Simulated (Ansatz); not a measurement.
Consider BaTiO$_{3}$ in the cubic perovskite structure (space group Pm-3m, No. 221; a = 4.019 Å).

Method: PBE/PAW in Ansatz (a first-principles code), spin-orbit coupling left out.

For the base:

```
Property                      Result
-------------------  ---------------
Gap character        indirect, R → Γ
Lattice parameter a          4.019 Å
```

One thing is altered: cell and atoms relaxed at a pressure of 0.7 GPa.

Question: Predict the new gap character.

Answer: The gap character is still indirect, R → Γ.

Question: Predict the new lattice parameter a.

Answer: The lattice parameter a decreases by 0.0056 Å (4.019 Å → 4.014 Å).

Load acts through the strain it causes; cell and atoms are relaxed under it. Whether these cells are dynamically stable was not tested. The final runs are not spin-polarised. Many cubic perovskites are stable only at high temperature; tilts and polar distortions were not tested. This is not the structure that BaTiO3 has at room temperature and ambient pressure.
